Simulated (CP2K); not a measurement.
# Worked example: self-consistent single point of YPb3 (Pm-3m, 4 atoms in the cell) in CP2K

Method of the run: LDA (Pade form), GPW, DZVP-MOLOPT-SR-GTH basis, GTH-PADE potentials (GTH_POTENTIALS) (CP2K).

The input file:

```
&GLOBAL
  PROJECT scf
  RUN_TYPE ENERGY_FORCE
  PRINT_LEVEL MEDIUM
&END GLOBAL
&FORCE_EVAL
  METHOD Quickstep
  STRESS_TENSOR ANALYTICAL
  &DFT
    BASIS_SET_FILE_NAME BASIS_MOLOPT
    POTENTIAL_FILE_NAME GTH_POTENTIALS
    &QS
      METHOD GPW
      EPS_DEFAULT 1E-10
    &END QS
    &MGRID
      CUTOFF 500
      REL_CUTOFF 40
      NGRIDS 5
    &END MGRID
    &SCF
      SCF_GUESS ATOMIC
      EPS_SCF 1E-7
      MAX_SCF 100
      ADDED_MOS 5
      &DIAGONALIZATION
        ALGORITHM STANDARD
      &END DIAGONALIZATION
      &MIXING
        METHOD BROYDEN_MIXING
        ALPHA 0.2
        NBUFFER 10
        BETA 1.5
      &END MIXING
      &SMEAR ON
        METHOD MARZARI_VANDERBILT
        SIGMA [eV] 0.05
      &END SMEAR
    &END SCF
    &KPOINTS
      SCHEME MONKHORST-PACK 5 5 5
    &END KPOINTS
    &XC
      &XC_FUNCTIONAL PADE
      &END XC_FUNCTIONAL
    &END XC
    &PRINT
      &MO
        EIGENVALUES T
        OCCUPATION_NUMBERS T
        NDIGITS 8
        FILENAME mo
        &EACH
          QS_SCF 0
        &END EACH
        ADD_LAST NUMERIC
      &END MO
      &MULLIKEN ON
      &END MULLIKEN
    &END PRINT
  &END DFT
  &SUBSYS
    &CELL
      ABC 4.86245000 4.86245000 4.86245000
      ALPHA_BETA_GAMMA 90.00000000 90.00000000 90.00000000
      PERIODIC XYZ
    &END CELL
    &COORD
      Y        0.00000000     0.00000000     0.00000000
      Pb       2.43122500     2.43122500     0.00000000
      Pb       0.00000000     2.43122500     2.43122500
      Pb       2.43122500     0.00000000     2.43122500
    &END COORD
    &KIND Y
      BASIS_SET DZVP-MOLOPT-SR-GTH-q11
      POTENTIAL GTH-PADE-q11
    &END KIND
    &KIND Pb
      BASIS_SET DZVP-MOLOPT-SR-GTH-q4
      POTENTIAL GTH-PADE-q4
    &END KIND
  &END SUBSYS
  &PRINT
    &FORCES ON
    &END FORCES
    &STRESS_TENSOR ON
    &END STRESS_TENSOR
  &END PRINT
&END FORCE_EVAL
```

Log, with long lists cut:

```
 GLOBAL| Method name                                                        CP2K
 GLOBAL| Project name                                                        scf
 GLOBAL| Run type                                                   ENERGY_FORCE

 CELL| Volume [angstrom^3]:                                           114.964948
 CELL| Vector a [angstrom]:       4.862     0.000     0.000   |a| =     4.862450
 CELL| Vector b [angstrom]:       0.000     4.862     0.000   |b| =     4.862450
 CELL| Vector c [angstrom]:       0.000     0.000     4.862   |c| =     4.862450
 CELL| Angle (b,c), alpha [degree]:                                    90.000000
 CELL| Angle (a,c), beta  [degree]:                                    90.000000
 CELL| Angle (a,b), gamma [degree]:                                    90.000000
 CELL| Numerically orthorhombic:                                             YES
 CELL| Periodicity                                                           XYZ

 DFT| Spin restricted Kohn-Sham (RKS) calculation                            RKS
 DFT| Multiplicity                                                             2
 DFT| Number of spin states                                                    1
 DFT| Charge                                                                   0
 DFT| XC density smoothing                                                  NONE
 DFT| XC derivatives                                                          PW

 QS| Method:                                                                 GPW
 QS| Density plane wave grid type                        NON-SPHERICAL FULLSPACE
 QS| Number of grid levels:                                                    5
 QS| Density cutoff [a.u.]:                                                250.0
 QS| Multi grid cutoff [a.u.]: 1) grid level                               250.0
   [... lines left out ...]
 BRILLOUIN| Wavefunction type                                            COMPLEX
 BRILLOUIN| List of Kpoints [2 Pi/Bohr]                                       63
 BRILLOUIN| Number           Weight            X              Y              Z
 BRILLOUIN|     1           0.01600       -0.40000       -0.40000       -0.40000
 BRILLOUIN|     2           0.01600       -0.40000       -0.40000       -0.20000
 BRILLOUIN|     3           0.01600       -0.40000       -0.40000        0.00000
   [... 60 lines left out ...]
 *******************************************************************************

 Extrapolation method: initial_guess

 Re-scaling the density matrix to get the right number of electrons
                  # Electrons              Trace(P)               Scaling factor
                           23                23.000                        1.000

 Number of electrons:                                                         23
 Number of occupied orbitals:                                                 12
 Number of molecular orbitals:                                                17

 Number of orbital functions:                                                 65
 Number of independent orbital functions:                                     65
 SCF WAVEFUNCTION OPTIMIZATION

  Step     Update method      Time    Convergence         Total energy    Change
     1 NoMix/Diag. 0.20E+00      -     1.41613886       -49.7601611722 -4.98E+01
     2 Broy./Diag. 0.20E+00      -     0.00681796       -49.7793200816 -1.92E-02
     3 Broy./Diag. 0.20E+00      -     0.05060042       -49.5256477456  2.54E-01
     4 Broy./Diag. 0.20E+00      -     0.00248103       -49.3716544767  1.54E-01
     5 Broy./Diag. 0.20E+00      -     0.00592662       -49.3818818439 -1.02E-02
     6 Broy./Diag. 0.20E+00      -     0.00117847       -49.3910373864 -9.16E-03
     7 Broy./Diag. 0.20E+00      -     0.00129559       -49.3861427350  4.89E-03
   [... 4 lines left out ...]
    12 Broy./Diag. 0.20E+00      -     0.00000245       -49.3838858058 -1.23E-04
    13 Broy./Diag. 0.20E+00      -     0.00000503       -49.3839422132 -5.64E-05
    14 Broy./Diag. 0.20E+00      -     0.00000031       -49.3839429675 -7.54E-07
    15 Broy./Diag. 0.20E+00      -     0.00000068       -49.3839379418  5.03E-06
    16 Broy./Diag. 0.20E+00      -     0.00000005       -49.3839390119 -1.07E-06
  *** SCF run converged in    16 steps ***

  Electronic density on regular grids:        -23.0000000000       -0.0000000000
  Core density on regular grids:               22.9999999932       -0.0000000068
  Total charge density on r-space grids:       -0.0000000068
  Total charge density g-space grids:          -0.0000000068

  Overlap energy of the core charge distribution:               0.00000000000298
  Self energy of the core charge distribution:                -93.78795263348533
  Core Hamiltonian energy:                                     19.83634697833754
  Hartree energy:                                              32.60372755247634
  Exchange-correlation energy:                                 -8.03600995694981
  Smearing free energy correction:                             -0.00005095226728
  Fermi energy:                                                 0.20614033757636

  Total energy:                                               -49.38393901188770

                     Mulliken Population Analysis

 #  Atom  Element  Kind  Atomic population                           Net charge
       1     Y        1         10.086495                              0.913505
       2     Pb       2          4.304501                             -0.304501
       3     Pb       2          4.304503                             -0.304503
       4     Pb       2          4.304501                             -0.304501
 # Total charge                             23.000000                  0.000000

 ENERGY| Total FORCE_EVAL ( QS ) energy [hartree]            -49.383939977079898

 FORCES| Atomic forces [hartree/bohr]
 FORCES|   Atom     x               y               z               |f|
 FORCES|      1 -1.08076691E-12 -1.07408038E-12 -1.08070023E-12   1.86805213E-12
 FORCES|      2 -8.87217689E-13 -6.52061019E-13 -7.51145599E-13   1.33287603E-12
 FORCES|      3 -7.50533659E-13 -8.86937596E-13 -6.51970150E-13   1.33230032E-12
 FORCES|      4 -6.51973293E-13 -7.50346702E-13 -8.87417023E-13   1.33251579E-12
 FORCES| Sum    -3.37049155E-12 -3.36342570E-12 -3.37123300E-12
 FORCES| Total atomic force                                       5.83421440E-12

 STRESS| Analytical stress tensor [bar]
 STRESS|                        x                   y                   z
 STRESS|      x       -4.34413713552E+04   1.36679197938E-06   1.36718734781E-06
 STRESS|      y        1.36679197938E-06  -4.34413000522E+04   1.36790500178E-06
 STRESS|      z        1.36718734781E-06   1.36790500178E-06  -4.34414790518E+04
 STRESS| 1/3 Trace                                            -4.34413834864E+04
```

The run converged in 16 iterations.

The starting cell comes from a database of computed structures (which also holds hypothetical and non-ambient phases and stackings), without a prior relaxation at this level. Values carry the incompleteness of an atom-centred basis. With a pressure of about -4 GPa the cell is away from its equilibrium volume at this level.

Cost on one core of a shared machine: roughly 50 s.
